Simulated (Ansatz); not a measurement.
# hcp Mg (1 0 0) on wurtzite GaN (1 0 0) (film strained to the substrate, started from cuts of the bulks and a machine-learned relaxation; slabs Ga10N10 and Mg8, which can lie off the formulas)

A periodic stack without vacuum, hcp Mg (1 0 0) on wurtzite GaN (1 0 0) (film strained to the substrate, started from cuts of the bulks and a machine-learned relaxation; slabs Ga10N10 and Mg8, which can lie off the formulas): substrate slab Ga10N10, film Mg8, surface cells [[0, 1], [-1, 0]] and [[0, 1], [-1, 0]], film strained by +0.6 and +1.2 %, outermost planes GaN/GaN and Mg/Mg as cut, which need not be the usual terminations and can put a slab off its formula.

The start was prepared with a machine-learned potential, and the result is one local minimum, with the in-plane cell held and forces under 0.04 eV/Å; the film can end far from its bulk form.

Computed with PBE (plane waves to 420 eV, PAW; Ansatz, a quantum-chemistry and plane-wave program). Scalar-relativistic, without spin–orbit coupling; the runs are not spin-polarised; PBE gaps are too small against experiment. Its k-point mesh 6×10×1, Fermi–Dirac width 0.05 eV.

| Property | Result |
|---|---|
| interface area | 16.9 Å² |
| period | 24.99 Å |
| heights between the nearest atoms of the two slabs at the two interfaces | 0.81 and 0.81 Å |
| Ga–Mg contacts across the interfaces within 1.22 times the sum of covalent radii | 16, mean 3.16 Å |
| Mg–N contacts across the interfaces within 1.22 times the sum of covalent radii | 4, mean 2.00 Å |
| hole barrier (PBE) | 0.98 eV |
| electron barrier (PBE) | 0.73 eV |

```xyz
28
Lattice="5.2415 0.0009 -0.1309 -0.0003 3.2186 0.0181 0.6623 1.5231 24.9939" Properties=species:S:1:pos:R:3 pbc="T T T"
Ga     2.6564     1.0163     0.5035
Ga     5.2480     0.9983     2.3668
N      4.5622     1.0050     0.5686
N      1.9920     0.9990     2.3901
Ga     2.6761     2.6034     3.3305
Ga     5.3396     2.5942     5.1660
N      4.6450     2.6024     3.3403
N      2.0724     2.5940     5.2072
Ga     2.7447     0.9796     6.1179
Ga     5.4143     0.9708     7.9434
N      4.7193     0.9796     6.1051
N      2.1456     0.9708     7.9891
Ga     2.8139     2.5750     8.9134
Ga     5.4899     2.5652    10.7490
N      4.7903     2.5748     8.9054
N      2.2143     2.5652    10.7720
Ga     2.8660     0.9507    11.6953
Ga     5.6150     0.9373    13.5560
N      4.8546     0.9505    11.7046
N      2.2740     0.9412    13.5264
Mg     3.0377     2.5453    14.4365
Mg     0.2627     2.5379    16.3220
Mg     2.8990     4.1436    17.2982
Mg     0.3343     0.9205    19.1252
Mg     2.9830     2.5241    20.0623
Mg     0.4034     2.5244    21.9076
Mg     3.0668     4.1281    22.8806
Mg     0.6956     0.9234    24.7421
```
